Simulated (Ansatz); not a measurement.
The structure below was relaxed with plane-wave PAW DFT at the PBEsol level (Ansatz, a first-principles code, 420 eV), scalar-relativistic without spin-orbit coupling, at pressure 4.5 GPa.

```yaml
crystal:
  lattice:
    - [-2.91363, 2.91363, 5.51662]
    - [2.91363, -2.91363, 5.51662]
    - [2.91363, 2.91363, -5.51662]
  atoms:
    - { symbol: Cd, position: [0.00000, 0.00000, 0.00000] }
    - { symbol: Cd, position: [0.75000, 0.25000, 0.50000] }
    - { symbol: Ge, position: [0.50000, 0.50000, 0.00000] }
    - { symbol: Ge, position: [0.25000, 0.75000, 0.50000] }
    - { symbol: As, position: [0.87500, 0.85032, 0.47532] }
    - { symbol: As, position: [0.14968, 0.62500, 0.02468] }
    - { symbol: As, position: [0.37500, 0.39968, 0.52468] }
    - { symbol: As, position: [0.60032, 0.12500, 0.97532] }
```

Problem. Find the space group and the Wyckoff positions.

Solution. Space group I-42d (No. 122); a = 5.8273 Å, b = 5.8273 Å, c = 11.0332 Å, α = 90.00°, β = 90.00°, γ = 90.00°

```tsv
atom	site	symmetry	x	y	z
Cd	4a	-4..	0.0000	0.0000	0.0000
Ge	4b	-4..	0.0000	0.0000	0.5000
As	8d	.2.	0.2747	0.2500	0.1250
```

Problem. Describe the coordination.

Solution. The crystal has 16 atoms in its conventional cell. Conventional cell: a = b = 5.827 Å, c = 11.033 Å, α = β = γ = 90.00°. Cd is surrounded by 4 As at 2.566 Å (tetrahedral). Ge is coordinated by 4 As at 2.398 Å (tetrahedral). As sees 2 Ge at 2.398 Å and 2 Cd at 2.566 Å (tetrahedral). (Neighbours: up to the widest gap in distance over summed covalent radii, below 1.35, at either atom; cation-cation and far metal-metal contacts left out.)

Load acts through the strain it causes; cell and atoms are relaxed under it. Whether these cells are dynamically stable was not tested. All final runs are without spin polarisation. The cell was made from CdGeAs2 in the chalcopyrite structure (space group I-42d, No. 122) by this change: pressure 4.5 GPa.
